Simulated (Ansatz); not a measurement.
# A computed series for ZrC: response to strain

The reference is ZrC in the rock salt structure (space group Fm-3m, No. 225; a = 4.6691 Å; relaxed with 0.1 eV smearing). Axes: x, y, z lie along the cube axes.

Strains are applied to the cell and any free atomic positions relax.

Level of theory: PBEsol (Ansatz, a quantum-chemistry and plane-wave program, PAW, no spin-orbit coupling).

Notes on the quantities. energy relative to the base: free energy F.

```json
[
 {"uniaxial strain ε_zz (%)": "-3", "energy relative to the base (meV/atom)": "19.8"},
 {"uniaxial strain ε_zz (%)": "-2.5", "energy relative to the base (meV/atom)": "13.5"},
 {"uniaxial strain ε_zz (%)": "-2", "energy relative to the base (meV/atom)": "8.5"},
 {"uniaxial strain ε_zz (%)": "-1.5", "energy relative to the base (meV/atom)": "?"},
 {"uniaxial strain ε_zz (%)": "-1", "energy relative to the base (meV/atom)": "2.0"},
 {"uniaxial strain ε_zz (%)": "-0.5", "energy relative to the base (meV/atom)": "0.5"},
 {"uniaxial strain ε_zz (%)": "0", "energy relative to the base (meV/atom)": "0.0"}
]
```

Question: Fit ΔE = Aε² + Bε³ (ε in %) to the rows shown and predict the withheld row.

Answer: Least squares on the printed values gives A = 1.96 and B = -0.081 meV/atom (largest residual 0.0 meV/atom); this predicts 4.7 meV/atom, and the run gives 4.7 meV/atom, in agreement.

Whether these cells are dynamically stable was not tested. All final runs are without spin polarisation.
